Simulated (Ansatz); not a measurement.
The starting structures come from a database of crystals and need not be the phases stable at ambient conditions.

By PBEsol, the system below comes out a metal.

A figure of merit of an interconnect metal is its ballistic conductance per area.

Given:

```yaml
crystal:
  lattice:
    - [2.67001, 0.00000, 0.00000]
    - [-0.94547, 2.49701, 0.00000]
    - [0.00000, 0.00000, 4.18800]
  atoms:
    - { symbol: Cu, position: [0.00000, 0.00000, 0.00000] }
    - { symbol: Pd, position: [0.50000, 0.50000, 0.50000] }
```

The cell is taken as given; by PBEsol it stands under a pressure of -8.5 GPa.

The current flows along the normal of the first two printed cell vectors. No spin-orbit coupling; the value is a mean over 0.1 eV about the Fermi level.

Problem. State the ballistic conductance per area according to PBEsol (Ansatz, a program for electronic structure).

Solution. 0.67 × 10¹⁵ S/m² for both spins.
